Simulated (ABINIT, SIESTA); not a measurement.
An ABINIT input for a self-consistent single point of NbRu3 (P6_3/mmc, 8 atoms in the cell) (DFT, LDA (PW92), plane waves, norm-conserving pseudopotentials (PseudoDojo nc-sr-04 LDA standard)):

```
# NbRu3, PseudoDojo nc-sr-04 LDA standard
pp_dirpath "./"
pseudos "Nb.upf, Ru.upf"
acell 10.5077084092 10.5077084092 8.2790035356
rprim
         1.0000000000    0.0000000071    0.0000000000
        -0.5000000062    0.8660254002    0.0000000000
         0.0000000000    0.0000000000    1.0000000000
natom 8
ntypat 2
znucl 41 44
typat 1 1 2 2 2 2 2 2
xred
         0.3333333333    0.6666666667    0.7500000000
         0.6666666667    0.3333333333    0.2500000000
         0.1647250000    0.3294500000    0.2500000000
         0.8352750000    0.6705500000    0.7500000000
         0.8352750000    0.1647250000    0.7500000000
         0.1647250000    0.8352750000    0.2500000000
         0.6705500000    0.8352750000    0.2500000000
         0.3294500000    0.1647250000    0.7500000000
ecut 1197 eV
ixc 7
occopt 3
tsmear 0.1 eV
nband 76
kptopt 1
ngkpt 4 4 5
nshiftk 1
shiftk 0 0 0
nstep 100
tolvrs 1.0e-12
prtwf 0
prtden 0
prtvol 1
```

Task: Write the same calculation as an input for SIESTA.

Result: One input that does it (others would too):

```
# files in the folder: Nb.psml Ru.psml (PseudoDojo LDA standard)
SystemName  NbRu3
SystemLabel siesta

NumberOfAtoms                8
NumberOfSpecies              2
%block ChemicalSpeciesLabel
  1 41 Nb
  2 44 Ru
%endblock ChemicalSpeciesLabel
LatticeConstant              1.0 Ang
%block LatticeVectors
     5.560440000    0.000000000    0.000000000
    -2.780220000    4.815482000    0.000000000
     0.000000000    0.000000000    4.381060000
%endblock LatticeVectors
AtomicCoordinatesFormat      ScaledCartesian
%block AtomicCoordinatesAndAtomicSpecies
    -0.000002780    3.210322938    3.285795000  1
     2.780222780    1.605159062    1.095265000  1
     0.000000000    1.586460545    1.095265000  2
     2.780220000    3.229021455    3.285795000  2
     4.186524782    0.793230272    3.285795000  2
    -1.406304781    4.022251728    1.095265000  2
     1.406304781    4.022251728    1.095265000  2
     1.373915219    0.793230272    3.285795000  2
%endblock AtomicCoordinatesAndAtomicSpecies

XC.functional                LDA
XC.authors                   PW92
PAO.BasisSize                DZP
PAO.EnergyShift              0.01 Ry
MeshCutoff                   300 Ry
%block kgrid.MonkhorstPack
    4   0   0  0.0
    0   4   0  0.0
    0   0   5  0.0
%endblock kgrid.MonkhorstPack
OccupationFunction           FD
ElectronicTemperature        1160.45 K

MaxSCFIterations             150
SCF.Mixer.Method             Pulay
SCF.Mixer.Weight             0.2
SCF.Mixer.History            6
SCF.DM.Tolerance             1.0E-05
Diag.ParallelOverK           true
WriteForces                  true
Charge.Mulliken              end
```

Basis settings and potentials, where a program has them, do not carry over. This input uses DFT, LDA PW92, numerical atomic orbitals DZP, PseudoDojo LDA standard norm-conserving potentials (rewritten from UPF to PSML). LDA parametrisations can differ slightly between programs.

The starting cell comes from a database of computed structures (which also holds hypothetical and non-ambient phases and stackings), without a prior relaxation at this level.
